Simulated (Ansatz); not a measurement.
The structure below was relaxed with Ansatz (an electronic-structure program) PBE, spin-orbit coupling left out, at pressure 0.9 GPa.

Space group Fd-3m, origin choice 1 (No. 227); a = b = c = 6.6039 Å, α = β = γ = 90.00°

```csv
atom,site,symmetry,x,y,z
Sn,8b,-43m,0.5000,0.5000,0.5000
```

Write out a cell with all atoms.


```cif
data_Sn8
_chemical_formula_sum 'Sn8'
_space_group_name_H-M_alt 'P 1'
_space_group_IT_number 1
_cell_length_a 6.60388
_cell_length_b 6.60388
_cell_length_c 6.60388
_cell_angle_alpha 90.000
_cell_angle_beta 90.000
_cell_angle_gamma 90.000
loop_
_space_group_symop_operation_xyz
  'x, y, z'
loop_
_atom_site_label
_atom_site_type_symbol
_atom_site_fract_x
_atom_site_fract_y
_atom_site_fract_z
_atom_site_occupancy
Sn1 Sn 0.00000 0.00000 0.50000 1
Sn2 Sn 0.25000 0.75000 0.25000 1
Sn3 Sn 0.00000 0.50000 0.00000 1
Sn4 Sn 0.25000 0.25000 0.75000 1
Sn5 Sn 0.50000 0.00000 0.00000 1
Sn6 Sn 0.75000 0.75000 0.75000 1
Sn7 Sn 0.50000 0.50000 0.50000 1
Sn8 Sn 0.75000 0.25000 0.25000 1
```
This is the conventional cell.

Load acts through the strain it causes; cell and atoms are relaxed under it. Stability against distortions was not tested. The cell was made from Sn in the diamond structure (space group Fd-3m, No. 227) by this change: pressure 0.9 GPa.
